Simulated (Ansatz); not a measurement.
Input and output of a zone-centre phonon calculation for KBa3 (Fm-3m, 4 atoms in the cell) (Ansatz, a first-principles code).

Method of the run: LDA (PW92), default PAW files made with PBE (plane waves; Ansatz).

```yaml
crystal:
  lattice:
    - [0.00000, 5.13016, 5.13016]
    - [5.13016, 0.00000, 5.13016]
    - [5.13016, 5.13016, 0.00000]
  atoms:
    - { symbol: K, position: [0.00000, 0.00000, 0.00000] }
    - { symbol: Ba, position: [0.25000, 0.25000, 0.25000] }
    - { symbol: Ba, position: [0.75000, 0.75000, 0.75000] }
    - { symbol: Ba, position: [0.50000, 0.50000, 0.50000] }
```

Reference input (self-consistent single point, DFT, LDA (PW92), plane waves, default PAW files made with PBE): basis.ecutwfc = 420 eV; kpoints.mp_grid.grid = 6 6 6; hamiltonian.xc = lda; hamiltonian.pseudopotentials = {kind: paw} (the program's default PAW files); scf.occupations.method = methfessel_paxton; scf.occupations.width = 0.272 eV. This run's input differs from it in these lines:

Ansatz 0.2 input:
```diff
@@ -11,3 +11,3 @@
 basis:
-  ecutwfc: 420.0 eV
+  ecutwfc: 295.0 eV
 kpoints:
@@ -19,6 +19,4 @@
   occupations: { method: methfessel_paxton, width: 0.272 eV }
-output:
-  forces: true
-  eigenvalues: true
-  stress: true
+phonons:
+  method: dfpt
```

Output, abridged:

```
SCF iter   1: F=—  HF=-18834.237327 eV  |F-HF|=—  |Δ(HF+E_count)|=         —  Δρ=2.92e-3  dr2=1.61e-2  ethr=1.77e-3  ⟨swp⟩=8.8  Hψ=14181  notcnv=0
all-band conjugate gradients solve this SCF's bands
automatic band count: the SCF goes on with 28 bands, as 24 were too few: the levels above may hold too much charge
automatic band count: the SCF goes on with 36 bands, as 28 were too few: they end inside the smearing window of the response
preconditioner: auto → Kerker (q_TF=auto, 1.976 Å⁻¹)
   [... lines left out ...]
SCF iter   8: F=—  HF=-18834.235439 eV  |F-HF|=—  |Δ(HF+E_count)|=   1.62e-8  S|Δr|=    0.00e0  Δρ=5.93e-7  dr2=2.19e-9  ethr=1.08e-10  ⟨swp⟩=2.1  Hψ=1195  notcnv=0
SCF iter   9: F=—  HF=-18834.235439 eV  |F-HF|=—  |Δ(HF+E_count)|=  5.49e-10  S|Δr|=    0.00e0  Δρ=1.30e-7  dr2=7.09e-11  ethr=5.63e-12  ⟨swp⟩=3.0  Hψ=1611  notcnv=0
SCF iter  10: F=-18834.235439 eV  HF=-18834.235439 eV  |F-HF|=7.28e-12  |Δ(HF+E_count)|=  1.82e-11  S|Δr|=    0.00e0  Δρ=1.78e-8  dr2=9.36e-13  ethr=1.00e-12  ⟨swp⟩=12.1  Hψ=5133  notcnv=0
SCF 1 converged in 10 iterations: F = -18834.235439 eV  dr2 = 9.36e-13
DFPT response loops at Γ: preconditioner auto → Kerker (q_TF=auto, 1.976 Å⁻¹) (partly filled bands, converged f_vac=0.000) …
Stability not checked (fill_not_monotonic)
Free energy (F): -18834.235439 eV
Internal energy: -18834.214613 eV  (E = F + TS)
E sigma→0 (E₀):  -18834.230232 eV
Entropy (-TS):   -0.020826 eV (-5.206 meV/atom)
Fermi energy:    4.286386 eV
   [... lines left out ...]
  ASR residual: 3.974e-5 → 0.000e0 eV/Å²; symmetrization residual: 2.497e-6 eV/Å²
  ASR residual per site (eV/Å²): 3.97e-5 8.08e-6 8.08e-6 7.07e-6
  Γ frequencies (cm⁻¹): 0.00 0.00 0.00 40.80 40.80 40.80 55.95 55.95 55.95 79.12 79.12 79.12
  non-analytic LO–TO correction: not included (Born effective charges unavailable; polar crystals: no LO–TO splitting at Γ)
```

The run converged in 10 iterations. 

Summary of the result:
| Item | Value |
|---|---|
| Free energy E − TS (on the zero of these files) | -18834.2354 eV |
| Fermi level (on the code's own zero) | 4.29 eV |
| Zone-centre frequencies (cm⁻¹; negative means imaginary) | 0, 0, 0, 41, 41, 41, 56, 56, 56, 79, 79, 79 |

The starting cell comes from a database of computed structures (which also holds hypothetical and non-ambient phases and stackings), without a prior relaxation at this level. The cutoff lies below the one recommended for these files.

Cost on one core of a shared machine: roughly 60 s.
